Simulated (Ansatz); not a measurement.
Consider SiO₂ in the rutile structure (space group P4_2/mnm, No. 136; a = 4.1945 Å, c = 2.6785 Å). Axes: x, y, z lie along a, b, c of the conventional cell.

Level of theory: PBEsol (Ansatz, a first-principles code; PAW; 420 eV plane waves; no spin-orbit coupling).

Before the change:

| Property | Value |
|---|---|
| Electron mass | 0.37 mₑ along c, 0.47 mₑ across (at Γ) |
| Shortest interatomic distance | 1.766 Å |

It is then changed as follows: the cell is stretched by 3.00 % along z with no lateral relaxation; the atoms relax in the strained cell.

Q: Estimate the effect on the stress.

A: The stress (xx, yy, zz, yz, xz, xy; compression positive) is (-5.30, -5.30, -19.26, 0.00, 0.00, 0.00) GPa.

Q: What happens to the electron mass?

A: The electron mass becomes 0.34 mₑ along z, 0.44 mₑ across (at Γ) (base: 0.37 mₑ along c, 0.47 mₑ across (at Γ)).

Q: What does the calculation give for the shortest interatomic distance after the change?

A: The shortest interatomic distance rises by 0.031 Å, from 1.766 Å to 1.797 Å.

The levels and masses belong to the bands next to the band gap. Effective masses come from finite differences of ±0.01 Å⁻¹. Stability against distortions was not tested.
